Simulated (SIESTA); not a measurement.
Input and output of a self-consistent single point for Mg3Al (Pm-3m, 4 atoms in the cell) (SIESTA).

Level of theory: GGA PBEsol, numerical atomic orbitals DZP, PseudoDojo PBEsol standard norm-conserving potentials (rewritten from UPF to PSML) in SIESTA 5.4.2.

```yaml
crystal:
  lattice:
    - [4.35433, 0.00000, 0.00000]
    - [0.00000, 4.35433, 0.00000]
    - [0.00000, 0.00000, 4.35433]
  atoms:
    - { symbol: Mg, position: [0.50000, 0.50000, 0.00000] }
    - { symbol: Mg, position: [0.00000, 0.50000, 0.50000] }
    - { symbol: Mg, position: [0.50000, 0.00000, 0.50000] }
    - { symbol: Al, position: [0.00000, 0.00000, 0.00000] }
```

Reference input (self-consistent single point, DFT, GGA PBEsol, numerical atomic orbitals DZP, PseudoDojo PBEsol standard norm-conserving potentials (rewritten from UPF to PSML)): XC.functional = GGA; XC.authors = PBEsol; potentials = PseudoDojo PBEsol standard; PAO.BasisSize = DZP; PAO.EnergyShift = 0.005 Ry; MeshCutoff = 300 Ry; kgrid.MonkhorstPack = 10 10 10; OccupationFunction = FD; ElectronicTemperature = 0.05 eV; MaxSCFIterations = 150; SCF.Mixer.Method = Broyden; SCF.Mixer.Weight = 0.1. This run's input differs from it in these lines:

```diff
@@ -28,3 +28,3 @@
 PAO.EnergyShift              0.005 Ry
-MeshCutoff                   300 Ry
+MeshCutoff                   150 Ry
 %block kgrid.MonkhorstPack
```

Log, with long lists cut:

```
        iscf     Eharris(eV)        E_KS(eV)     FreeEng(eV)     dDmax    Ef(eV) dHmax(eV)
   scf:    1    -4887.212662    -4901.895444    -4901.909629  1.160773 -3.970811  3.782120
   scf:    2    -4902.235274    -4902.071518    -4902.085200  0.050299 -3.951362  3.222409
   scf:    3    -4902.358821    -4902.323495    -4902.337435  0.228690 -3.852889  0.650815
   scf:    4    -4902.352507    -4902.338719    -4902.352776  0.044081 -3.874945  0.287640
   scf:    5    -4902.352576    -4902.348024    -4902.362221  0.060301 -3.904596  0.007715
   [... 4 lines left out ...]
   scf:   10    -4902.348088    -4902.348082    -4902.362235  0.000557 -3.906601  0.000368
   scf:   11    -4902.348084    -4902.348083    -4902.362235  0.000101 -3.906671  0.000255
   scf:   12    -4902.348083    -4902.348083    -4902.362235  0.000018 -3.906690  0.000210
   scf:   13    -4902.348083    -4902.348083    -4902.362235  0.000008 -3.906698  0.000183
SCF Convergence by DM+H criterion
max |DM_out - DM_in|         :     0.0000077621
max |H_out - H_in|      (eV) :     0.0001830125
SCF cycle converged after 13 iterations

Using DM_out to compute the final energy and forces

siesta: E_KS(eV) =            -4902.3481

siesta: E_KS - E_eggbox =     -4902.3481

siesta: Atomic forces (eV/Ang):
     1   -0.000000   -0.000000    0.000000
     2   -0.000000   -0.000000    0.000000
     3   -0.000000    0.000000    0.000000
     4   -0.000000    0.000000   -0.000000
   Tot   -0.000000   -0.000000    0.000000
   Max    0.000000
   Res    0.000000    sqrt( Sum f_i^2 / 3N )
   Max    0.000000    constrained

Stress tensor Voigt[x,y,z,yz,xz,xy] (kbar):      -30.57      -30.57      -30.57        0.00       -0.00       -0.00
(Free)E + p*V (eV/cell)    -4900.7872
   [... lines left out ...]
siesta: FreeEng =     -4902.362235
siesta: Cell volume =         82.559037 Ang**3
siesta:          30.56575576         30.56575576  kBar
   [... lines left out ...]
               3Pdxy   3Pdyz   3Pdz2   3Pdxz   3Pdx2-y2
   4  4.446   1.381  -0.078   1.389   1.389   1.389  -0.439  -0.439  -0.439
              0.076   0.076   0.033   0.076   0.033

mulliken: Qtot =       33.000

Mulliken Atomic Populations:
Atom #   charge [q] valence [e]  Species
     1     0.482056    9.517944  Mg
     2     0.482057    9.517943  Mg
     3     0.482057    9.517943  Mg
     4    -1.446170    4.446170  Al
 Total     0.000000
```

The run converged in 13 iterations. Against the reference run the free energy drops by 19.8 meV/atom and the pressure goes from 2.76 to 3.06 GPa.

The starting cell comes from a database of computed structures (which also holds hypothetical and non-ambient phases and stackings), without a prior relaxation at this level. Its lattice was rescaled by a random factor within 2.5 % of one. Values carry the incompleteness of an atom-centred basis.

Cost on one core of a shared machine: roughly 50 s.
